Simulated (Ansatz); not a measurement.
Bond-angle distributions (per cent of the angles at each element, bins of 10°) of a relaxed model of amorphous Hf$_{36}$O$_{70}$ at 9.19 g/cm³. These are PBE, scalar-relativistic without spin-orbit coupling (plane waves to 420 eV, PAW; Ansatz, a quantum-chemistry and plane-wave program) values and carry that method's errors. The usual formal charges leave 4 electrons over, so the level spacing at the Fermi energy parts defect or band states and needn't be the band gap.

It comes from a melt-quench run on a machine-learned potential (CHGNet), relaxed afterwards by DFT. O atoms were pushed apart under 1.9 Å during the dynamics, to hinder bonds among them. The hot cell started wider than the set density and was brought back towards it in steps. It is the lowest in DFT energy of 4 quenches. It is a model cell: composition and starting density were chosen by hand, and all elements were melted together. No dispersion term was used. Its density started from a set value of 8.89 and ended at 9.19 g/cm³. Cooling (nominally 120 K/ps over its main leg) ran many orders faster than in experiment, which tends to leave more defects and strain. Values belong to this one cell and scatter from quench to quench. The volume was free in the relaxation, at fixed shape. Stress components on the final sampling reach 3.2 GPa.

Neighbours within Hf-Hf 3.34 Å, Hf-O 2.66 Å, O-O 1.58 Å count as bonded. Two cations that share two anions don't count as bonded, nor two that share one unless they lie closer than Hf-Hf 3.25 Å.

```
angle (°)  at Hf  at O
---------  -----  ----
50-60          0     0
60-70          6     0
70-80         28     0
80-90         13     4
90-100        11    21
100-110        8    36
110-120        5    10
120-130        6    10
130-140        9     6
140-150        7     7
150-160        5     4
160-170        3     1
170-180        1     0
```

They go with these counts of neighbours within the cut-offs, cation contacts included: Hf mean 6.4, most often 6; O mean 3.3, most often 3.
